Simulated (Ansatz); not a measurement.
The starting structures come from a database of crystals and need not be the phases stable at ambient conditions.

**Evanescent states of YOF (P4/nmm, not sure to be the ambient phase, 6 atoms a cell, 13.3 Å³ an atom, -2 GPa at this level) along the normal of (110)**

Level of theory: PBEsol (plane waves, PAW; Ansatz, an electronic-structure program).

No gap correction and no spin-orbit coupling; mid-gap values are interpolated between computed energies.

Energies count from the valence-band top; κ is the least over a 6×6 mesh across the current.

```json
[
 {"E (eV)": "0.12", "κ (1/Å)": "0.149", "where": "off Γ"},
 {"E (eV)": "0.34", "κ (1/Å)": "0.246", "where": "Γ"},
 {"E (eV)": "0.57", "κ (1/Å)": "0.279", "where": "Γ"},
 {"E (eV)": "0.81", "κ (1/Å)": "0.304", "where": "Γ"},
 {"E (eV)": "1.03", "κ (1/Å)": "0.324", "where": "Γ"},
 {"E (eV)": "1.26", "κ (1/Å)": "…", "where": "Γ"},
 {"E (eV)": "1.50", "κ (1/Å)": "…", "where": "Γ"},
 {"E (eV)": "1.73", "κ (1/Å)": "…", "where": "Γ"},
 {"E (eV)": "1.96", "κ (1/Å)": "…", "where": "Γ"},
 {"E (eV)": "2.19", "κ (1/Å)": "…", "where": "Γ"},
 {"E (eV)": "2.42", "κ (1/Å)": "…", "where": "Γ"},
 {"E (eV)": "2.65", "κ (1/Å)": "…", "where": "Γ"},
 {"E (eV)": "2.88", "κ (1/Å)": "…", "where": "Γ"},
 {"E (eV)": "3.10", "κ (1/Å)": "…", "where": "Γ"},
 {"E (eV)": "3.33", "κ (1/Å)": "…", "where": "Γ"},
 {"E (eV)": "3.56", "κ (1/Å)": "…", "where": "Γ"},
 {"E (eV)": "3.79", "κ (1/Å)": "0.313", "where": "Γ"},
 {"E (eV)": "4.03", "κ (1/Å)": "0.290", "where": "Γ"},
 {"E (eV)": "4.25", "κ (1/Å)": "0.260", "where": "Γ"},
 {"E (eV)": "4.49", "κ (1/Å)": "0.219", "where": "Γ"},
 {"E (eV)": "4.71", "κ (1/Å)": "0.158", "where": "Γ"}
]
```

**Question.** Some entries are withheld; supply them.

**Answer.** 
- 1.26, κ (1/Å): 0.339
- 1.50, κ (1/Å): 0.351
- 1.73, κ (1/Å): 0.359
- 1.96, κ (1/Å): 0.365
- 2.19, κ (1/Å): 0.368
- 2.42, κ (1/Å): 0.368
- 2.65, κ (1/Å): 0.366
- 2.88, κ (1/Å): 0.362
- 3.10, κ (1/Å): 0.355
- 3.33, κ (1/Å): 0.345
- 3.56, κ (1/Å): 0.331
